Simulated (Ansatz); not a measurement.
BeTi (model structure, started from the CuAu type, Pm-3m, No. 221, 2 atoms in the cell)

Method: PBEsol (Ansatz, an electronic-structure program, PAW).

Run with plane-wave cutoff 520 eV, 20×20×16 k mesh (along the axes of the cell as run), Fermi–Dirac smearing 0.05 eV, no spin polarisation, scalar-relativistic PAW data made under PBE.

Cell (relaxed at this level):

Space group Pm-3m (No. 221); a = 2.9059 Å, b = 2.9059 Å, c = 2.9059 Å, α = 90.00°, β = 90.00°, γ = 90.00°

```
atom  site  symmetry       x       y       z
----  ----  --------  ------  ------  ------
Be      1b      m-3m  0.5000  0.5000  0.5000
Ti      1a      m-3m  0.0000  0.0000  0.0000
```

```yaml
bulk modulus B0: 132 GPa
```

Note: the run has no spin polarisation, so it can have missed a magnetic state; the bulk modulus is −V dP/dV from two relaxed cells at ±2 % in volume; the relaxation could raise the start's symmetry but not lower it, so the cell can be a saddle point.

The computed numbers hold no vibrational or temperature effects.

Computing time: about 3 core-minutes (a rough figure).

A model structure was made by putting elements into a prototype or built by hand; it is no filed structure, need not be a known phase, and can be a saddle point held by its symmetry.
